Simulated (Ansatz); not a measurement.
Start from SiS2 (space group Ibam, No. 72; a = 6.019 Å, b = 9.396 Å, c = 5.545 Å; made of chains).

The change: cell and atoms relaxed at a pressure of 9 GPa.

Levels (all Ansatz, a first-principles code, PAW): PBEsol (420 eV, no spin-orbit coupling); HSE06 (420 eV, no spin-orbit coupling).

The geometry is relaxed with PBEsol.

| Quantity | Value |
|---|---|
| PBEsol lowest conduction level above the VBM at special points | Γ 2.04 eV; X 2.07 eV; Λ₀ 2.65 eV |

Question: How does going to HSE06 change the lowest conduction level above the VBM at special points?

Answer: The lowest conduction level above the VBM at special points goes from Γ 2.04 eV; X 2.07 eV; Λ₀ 2.65 eV to Γ 3.09 eV; X 3.21 eV; Λ₀ 3.81 eV.

Single points use the geometry relaxed with PBEsol. HSE06 gaps are upper bounds (no full band path). The levels and masses belong to the bands next to the band gap. Load acts through the strain it causes; cell and atoms are relaxed under it. Whether these cells are dynamically stable was not tested. Competing high-pressure phases were not computed. No dispersion term is included in the PBEsol runs.
